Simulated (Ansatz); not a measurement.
# Pressure series in HfO2

Base system: HfO₂ (space group P4_2/nmc, No. 137).

```yaml
crystal:
  lattice:
    - [3.60482, 0.00000, 0.00000]
    - [0.00000, 3.60482, 0.00000]
    - [0.00000, 0.00000, 5.26502]
  atoms:
    - { symbol: Hf, position: [0.00000, 0.00000, 0.00000] }
    - { symbol: Hf, position: [0.50000, 0.50000, 0.50000] }
    - { symbol: O, position: [0.00000, 0.50000, 0.19324] }
    - { symbol: O, position: [0.00000, 0.50000, 0.69324] }
    - { symbol: O, position: [0.50000, 0.00000, 0.30676] }
    - { symbol: O, position: [0.50000, 0.00000, 0.80676] }
```

Cell and atoms are relaxed at each pressure.

Computed with PBE (Ansatz, a program for electronic structure), no SOC, earlier PAW set.

Candidates:
(a) pressure 7 GPa
(b) pressure 50 GPa
(c) pressure 15 GPa

Before the change:

```
Item       Result
--------  -------
Band gap  4.67 eV
```

Task: Order them by band gap, lowest first.

Result: (b) pressure 50 GPa (4.20 eV), (c) pressure 15 GPa (4.57 eV), (a) pressure 7 GPa (4.65 eV)

Spin-orbit coupling, missing from the scalar runs, can matter with Hf. Load acts through the strain it causes; cell and atoms are relaxed under it. Stability against distortions was not tested. Competing high-pressure phases were not computed. This is not the structure that HfO2 has at room temperature and ambient pressure.
